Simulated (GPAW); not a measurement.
GPAW is run on Ba₂SrIrO₆ (R-3m, 10 atoms in the cell), and the run fails. The aim is a self-consistent single point with DFT PBEsol, plane waves, GPAW PAW datasets PBEsol (made by gpaw-setup).

Cell that was meant: a = 6.0117 Å, b = 6.0117 Å, c = 6.0117 Å, α = 60.48°, β = 60.48°, γ = 60.48°.

Part of the input:

```python
            xc='PBEsol',
            kpts=monkhorst_pack((3, 3, 3)) + [0.5 / 3, 0.5 / 3, 0.5 / 3],
            occupations={'name': 'methfessel-paxton', 'width': 0.05, 'order': 0},
            nbands=38,
            convergence={'density': 1e-05},
            symmetry={'symmorphic': False, 'tolerance': 0.0005},
            maxiter=150)
```

Output (repeated stretches shortened):

```
Input parameters:
  convergence: {density: 1e-05}
  kpts: [[-0.16666667 -0.16666667 -0.16666667],
         [-0.16666667 -0.16666667  0.16666667],
         [-0.16666667 -0.16666667  0.5       ],
         ...,
         [ 0.5         0.5        -0.16666667],
         [ 0.5         0.5         0.16666667],
         [ 0.5         0.5         0.5       ]]
  maxiter: 150
  mode: {ecut: 900.0000000000001,
         name: pw}
  nbands: 38
  occupations: {name: methfessel-paxton,
                order: 0,
                width: 0.05}
  symmetry: {symmorphic: False,
             tolerance: 0.0005}
  xc: PBEsol

species:
  Ir:
    name: Iridium
    Z: 77.0
    valence: 15
    core: 62
    charge: 0.0
    file: Ir.PBEsol.gz

    # Using partial waves for Ir as LCAO basis

  O:
    name: Oxygen
    Z: 8.0
    valence: 6
    core: 2
    charge: 0.0
    file: O.PBEsol.gz

    # Using partial waves for O as LCAO basis

  Ba:
    name: Barium
    Z: 56.0
    valence: 10
    core: 46
    charge: 0.0
    file: Ba.PBEsol.gz

    # Using partial waves for Ba as LCAO basis

  Sr:
    name: Strontium
    Z: 38.0
    valence: 10
    core: 28
    charge: 0.0
    file: Sr.PBEsol.gz

    # Using partial waves for Sr as LCAO basis

Reference energy: -1025377.725139  # eV

Spin-paired calculation

Traceback (most recent call last):
   [... frames left out ...]
ValueError: Too few bands!  Electrons: 81.000000, bands: 38
```

Question: Read the log: what does the program object to, and what is the fix?

Answer: The fault is too few bands; here the program stops on it instead of giving results. To fix it, raise the band count or leave it to the default. The program stopped before any SCF iteration.

The sound input it was made from differs as follows (other fixes are possible):
```diff
-            nbands=38,
+            nbands=-16,
```

With that input, the run converged in 24 iterations: free energy E − TS (from the program's reference atoms) -70.0606 eV; Fermi level (on the code's own zero) 7.67 eV; largest force (vector length) 0.660 eV/Å (DFT PBEsol, plane waves, GPAW PAW datasets PBEsol (made by gpaw-setup)).

On the sound input: the starting cell comes from a database of published, mostly measured structures (it also holds non-ambient and calculated ones), without a prior relaxation at this level. Its lattice was rescaled by a random factor within 2.5 % of one. Spin-orbit coupling is off. Spin polarisation is off; with an odd number of electrons in the cell that forces a metal, and a magnetic state may lie lower. Without a gap this mesh is coarse (it stands for a supercell whose shortest vector is 18 Å).
